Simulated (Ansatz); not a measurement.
System: Sb (model structure, I-43m, No. 217, 4 atoms in the cell). Method: r²SCAN (Ansatz, an electronic-structure program, PAW).

Settings: plane-wave cutoff 560 eV, 8×8×8 k mesh, Fermi–Dirac smearing 0.01 eV, scalar-relativistic PAW data made under PBE.

Cell (relaxed at this level):

```cif
data_Sb8
_chemical_formula_sum 'Sb8'
_space_group_name_H-M_alt 'I-43m'
_space_group_IT_number 217
_space_group_name_Hall 'I -4 2 3'
_cell_length_a 7.10989
_cell_length_b 7.10989
_cell_length_c 7.10989
_cell_angle_alpha 90.000
_cell_angle_beta 90.000
_cell_angle_gamma 90.000
loop_
_atom_site_label
_atom_site_type_symbol
_atom_site_symmetry_multiplicity
_atom_site_Wyckoff_symbol
_atom_site_fract_x
_atom_site_fract_y
_atom_site_fract_z
_atom_site_occupancy
Sb1 Sb 8 c 0.14133 0.14133 0.14133 1
```
(The calculation used a cell of 4 atoms; values per cell refer to that cell.)

Q: What does this level give for the band gap?

A: 
* **band gap**: 1.58 eV

Note: the relaxation could raise the start's symmetry but not lower it, so the cell can be a saddle point.

Spin–orbit coupling is not included; with these elements it can move the gap by several tenths of an eV or more.

The computed numbers hold no vibrational or temperature effects.

Cost on a shared machine: around 30 core-seconds (rough).

A model structure was made by putting elements into a prototype or built by hand; it is no filed structure, need not be a known phase, and can be a saddle point held by its symmetry.
